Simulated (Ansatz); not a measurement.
The reference is Ca in the fcc (Cu type) structure (space group Fm-3m, No. 225; a = 5.5686 Å). Axes: x, y, z lie along the cube axes.

Computed with r2SCAN in Ansatz (plane waves to 500 eV, PAW, spin-orbit coupling left out), earlier PAW set.

For the base:

The shortest interatomic distance is 3.938 Å and the band gap is zero.

Perturbation: a free-standing slab of 3 layers (3 atoms, 1 a layer) is cut normal to [111], with 15 Å of vacuum and the in-plane cell held at bulk.

Problem. Estimate the effect on the shortest interatomic distance, excess energy per area of both faces, change of the spacing d12 from its bulk value of 3.215 Å and band gap.

Solution. The shortest interatomic distance shrinks by 0.065 Å, from 3.938 Å to 3.873 Å; the excess energy per area of both faces (slab less bulk energy over the cell's area: twice a surface energy) is 1.01 J/m² (uncertain by up to 0.04 J/m²); the change of the spacing d12 from its bulk value of 3.215 Å comes out as -2.5 %; the band gap remains zero.

Slab and bulk use different k-meshes, which limits the precision of the excess energy. Stability against distortions was not tested.

Ansatz is a first-principles code.
